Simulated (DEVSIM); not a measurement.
Device: abrupt InP n-p junction, at 400 K.

| layer (left to right) | material | thickness (μm) | Nd (cm⁻³) | Na (cm⁻³) | τn (s) | τp (s) |
|---|---|---|---|---|---|---|
| 1 | InP | 0.120 | 3.5e16 | - | 8.5e-10 | 8.5e-10 |
| 2 | InP | 3.40 | - | 1.2e15 | 8.5e-10 | 8.5e-10 |

Left contact: ohmic. Right contact: ohmic. Voltage is applied to the left contact. Recombination: SRH at mid-gap. Mobility is μmin + (μ − μmin)/(1 + (N/Nref)^α).

Constants are typed, rounded textbook-type inputs, not results; the design itself was drawn at random and stands for no fabricated device. Values at 300 K; Nc and Nv go as T^1.5, mobilities as T to minus their exponent, the gap by Varshni's rule with the affinity fixed.

| parameter | InP |
|---|---|
| gap (eV) | 1.344 |
| affinity (eV) | 4.38 |
| permittivity | 12.5 |
| Nc (cm⁻³) | 5.7e17 |
| Nv (cm⁻³) | 1.1e19 |
| μn (cm²/Vs) | 5200 |
| μp (cm²/Vs) | 170 |
| μn,min | 400 |
| μp,min | 10 |
| Nref,n | 3e17 |
| Nref,p | 4.9e17 |
| αn | 0.47 |
| αp | 0.62 |
| T exponent of μn | 2 |
| T exponent of μp | 2 |
| Varshni α (eV/K) | 0.000363 |
| Varshni β (K) | 162 |

DEVSIM, 1D drift-diffusion, Boltzmann statistics, complete ionisation; no tunnelling, impact ionisation, image-force lowering or self-heating.

The thickness of layer 1 was swept, all else fixed.

| thickness of layer 1 (μm) | largest field in the device at zero bias (V/cm) | dark forward voltage at 100 A/cm² (V) |
|---|---|---|
| 0.024 | 20000 | 0.930 |
| 0.042 | 19000 | 0.927 |
| 0.072 | 18000 | 0.923 |
| 0.12 | 18000 | 0.919 |
| 0.2 | 18000 | 0.917 |
| 0.36 | 18000 | 0.915 |
| 0.6 | 18000 | 0.915 |

From the first row to the last the largest field in the device at zero bias goes from 20000 to 18000. From the first row to the last the dark forward voltage at 100 A/cm² goes from 0.930 to 0.915.
